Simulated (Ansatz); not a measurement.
Cell and atoms of amorphous Ge-Sb-Te (Ge18Sb18Te45):

```xyz
81
Lattice="13.7446 0.2639 0.3813 0.2639 13.9980 0.1126 0.3813 0.1126 13.6524" Properties=species:S:1:pos:R:3 pbc="T T T"
Ge    13.5989     3.5078     3.0351
Ge     3.9049     7.4785    13.1887
Ge     4.7579     8.2323     5.1466
Ge     3.3306    11.5117     4.3481
Ge    12.0474     8.9767     4.4803
Ge     9.7187    11.3057    11.4945
Ge     2.3143    12.2410    11.1550
Ge     7.0313     9.1641     1.4285
Ge     3.3437    11.6163     1.6504
Ge     3.4943     5.1029     7.3415
Ge    12.2372    10.7303     9.4323
Ge     6.8511     0.8978     0.3665
Ge     6.7063     6.2387    12.9131
Ge     1.6813     2.6861     5.1093
Ge     9.8020     1.1912     2.5346
Ge     1.6449     7.9252     9.9848
Ge     9.1944     5.3365     5.0678
Ge     0.7581    13.8227     7.9319
Sb     1.0747     4.5308    12.7193
Sb    13.0777     8.9959     1.3317
Sb    13.3377    13.7273     3.0899
Sb     3.9800    11.0827     7.2923
Sb    10.8567    12.1870     0.8640
Sb     9.6941     4.9427     9.9305
Sb     8.7219     0.5842     9.2056
Sb    10.1871     8.5016    12.3306
Sb     3.1918     0.6295     1.7433
Sb     5.6375    13.6485     5.5669
Sb     9.4508    12.6447     3.5067
Sb     1.2337     3.4653     9.1072
Sb     4.7105     1.4307    12.8541
Sb    13.1189     6.2116     7.2036
Sb     7.3793     8.2260     8.7878
Sb     6.6149     3.2592     7.1970
Sb    11.3877     1.2665    13.7447
Sb     9.1556     5.4315     2.1485
Te     8.2469    11.7673     9.2932
Te     1.5534    13.5048     4.8878
Te     9.6640     3.7823     7.2510
Te     4.0359     8.9868     1.8707
Te     3.1856     5.6286    10.8250
Te    11.8151     6.0761     4.6652
Te     4.0652     4.1862     0.2355
Te     9.0628     1.9246    12.1004
Te     5.1699     5.4739     5.1527
Te     6.6968    11.1201     6.3017
Te    12.9683     5.3403    10.8417
Te     3.3785     9.4520    11.4290
Te     6.3938     2.0895     9.8415
Te    10.2926     7.6772     9.2572
Te     6.7905     5.5813     9.7844
Te     8.3787    12.2522    13.6644
Te    11.8115    13.1279     8.0461
Te     3.6694     3.2187     2.8745
Te     9.4809     5.5295    12.8781
Te     0.5691     1.3847     0.6176
Te    11.5394     2.1436     4.3485
Te    11.8116    12.0774     5.1076
Te     4.9441    12.3522    12.9394
Te     3.6221     2.2671     7.1352
Te     6.1505    13.0558     2.8234
Te     7.5756     2.6669     2.4684
Te    13.2463     9.0379    12.1184
Te    11.8909    12.9250    11.1514
Te     1.1949    11.0631     8.8818
Te     9.9391     8.5785     1.7286
Te    13.2272     2.8582     7.3388
Te     7.9052     0.8903     6.0832
Te     6.4605     6.5314     2.0991
Te     9.8562     9.6693     5.9195
Te     1.7388     5.5324     5.2274
Te     0.6303     0.9391    10.4293
Te     2.0063     8.9715     4.2541
Te     7.8430     7.6261     5.8166
Te    11.8989     4.3442     1.1115
Te     4.2207     8.2441     7.9054
Te     1.2656     6.5379     1.0472
Te     0.6958    11.4663     0.7137
Te     4.6343    12.5281     9.6323
Te    13.6146     9.1357     6.7837
Te     7.1301     8.9665    12.2639
```

Computed with PBE, scalar-relativistic without spin-orbit coupling, PAW (Ansatz default set, large-core Te) (plane waves to 420 eV; Ansatz, an electronic-structure program).

A CHGNet melt-quench gave the starting glass, which DFT then relaxed. The hot cell started wider than the set density and was brought back towards it in steps. It is the lowest in DFT energy of 4 quenches. It is a model cell: composition and starting density were chosen by hand, and all elements were melted together. No dispersion term was used. Its density started from a set value of 5.85 and ended at 5.85 g/cm³. The simulated quench (nominally 40 K/ps over its main leg) is rapid and tends to freeze in more defects than a deposited or slowly cooled glass has. Values belong to this one cell and scatter from quench to quench. The volume was held where the preparation left it and the shape relaxed, at a PBE pressure of 0.9 GPa. Stress components on the final sampling reach 0.9 GPa. On a 2×2×2 Γ-centred mesh force components of up to 0.43 eV/Å stay, since the relaxation ran on the zone centre alone.

Neighbours within Ge-Ge 2.85 Å, Ge-Sb 3.11 Å, Ge-Te 3.18 Å, Sb-Sb 3.24 Å, Sb-Te 3.32 Å, Te-Te 3.31 Å count as bonded.

Q: Give the coordination numbers, mean bond lengths and angles.

A: 
```
Property                                                         Result
-----------------------  ----------------------------------------------
Mean coordination of Ge             3.94 (5 with 3, 9 with 4, 4 with 5)
Mean coordination of Sb   4.06 (6 with 3, 7 with 4, 3 with 5, 2 with 6)
Mean coordination of Te  3.02 (7 with 2, 31 with 3, 6 with 4, 1 with 5)
Mean Ge-Te bond                    2.860 Å (spread 0.134 Å, 62 counted)
Mean Sb-Te bond                    3.008 Å (spread 0.125 Å, 60 counted)
Mean Te-Te bond                     3.044 Å (spread 0.129 Å, 7 counted)
Mean Ge-Sb bond                     2.891 Å (spread 0.119 Å, 7 counted)
Bond angle at Ge                              mean 103.4°, spread 24.8°
Bond angle at Sb                              mean 102.6°, spread 27.6°
Bond angle at Te                              mean 100.3°, spread 22.3°
```

Q: List the pairs of like atoms that count as bonded by the rules above.

A: Ge4-Ge9 (2.70 Å), Sb23-Sb29 (3.03 Å), Sb23-Sb35 (3.07 Å), Sb27-Sb31 (2.87 Å), Te40-Te73 (3.13 Å), Te43-Te54 (2.84 Å), Te53-Te58 (3.12 Å), Te53-Te64 (3.11 Å), Te58-Te70 (3.21 Å), Te70-Te74 (2.87 Å), Te73-Te80 (3.03 Å).
